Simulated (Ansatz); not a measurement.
Start from GaN in the wurtzite structure (space group P6_3mc, No. 186).

```xyz
4
Lattice="3.1833 0.0000 0.0000 -1.5916 2.7568 0.0000 0.0000 0.0000 5.1839" Properties=species:S:1:pos:R:3 pbc="T T T"
Ga     1.5916     0.9189     0.0051
Ga     0.0000     1.8379     2.5971
N      1.5916     0.9189     3.2358
N      0.0000     1.8379     0.6439
```

The values are results of r2SCAN (Ansatz, a program for electronic structure), no SOC, earlier PAW set, not measurements.

Base values:

- Band gap: 2.35 eV
- Valence-band top at Γ: 0.00, 0.00, -0.04 eV

One thing is altered: the cell is scaled by 0.9805 in all directions; the atoms relax in the strained cell.

Task: Estimate the effect on the band gap.

Result: The band gap goes up by 0.41 eV (2.35 eV → 2.76 eV).

Task: How does this affect the valence-band top at Γ?

Result: The valence-band top at Γ (three highest levels, from the VBM) changes from 0.00, 0.00, -0.04 eV to 0.00, 0.00, -0.05 eV.

Stability against distortions was not tested.
